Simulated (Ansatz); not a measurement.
The starting structures come from a database of crystals and need not be the phases stable at ambient conditions.

 Where the default PAW files enter, the runs use the earlier of Ansatz's two default sets.

Tunnelling through a barrier is set by its complex band structure: the current falls as exp(−2κd) with the smallest κ.

Here is the system:

```yaml
crystal:
  lattice:
    - [4.97318, 0.00000, 0.00000]
    - [0.00000, 4.99909, 0.00000]
    - [0.00000, 0.00000, 5.17773]
  atoms:
    - { symbol: Zr, position: [0.26646, 0.25094, 0.03027] }
    - { symbol: Zr, position: [0.73354, 0.75094, 0.96973] }
    - { symbol: Zr, position: [0.26646, 0.75094, 0.46973] }
    - { symbol: Zr, position: [0.73354, 0.25094, 0.53027] }
    - { symbol: O, position: [0.53670, 0.49916, 0.22988] }
    - { symbol: O, position: [0.46330, 0.99916, 0.77012] }
    - { symbol: O, position: [0.53670, 0.99916, 0.27012] }
    - { symbol: O, position: [0.46330, 0.49916, 0.72988] }
    - { symbol: O, position: [0.06736, 0.39389, 0.36503] }
    - { symbol: O, position: [0.93264, 0.89389, 0.63497] }
    - { symbol: O, position: [0.06736, 0.89389, 0.13497] }
    - { symbol: O, position: [0.93264, 0.39389, 0.86503] }
```

Space group of this cell: Pca2_1. The cell is strained (all lengths scaled by 0.98); by r2SCAN its mean pressure is 16.9 GPa.

Transport runs along the normal of the first two printed cell vectors.

The gap is the functional's own. No spin-orbit coupling. Mid-gap values are interpolated on the energy grid.

Task: Predict the band gap and the smallest decay constant κ at mid-gap from Ansatz (a quantum-chemistry and plane-wave program) with r2SCAN.

Result: Gap 4.65 eV on a 6×6×6 mesh; κ = 0.411 1/Å, at the zone centre.
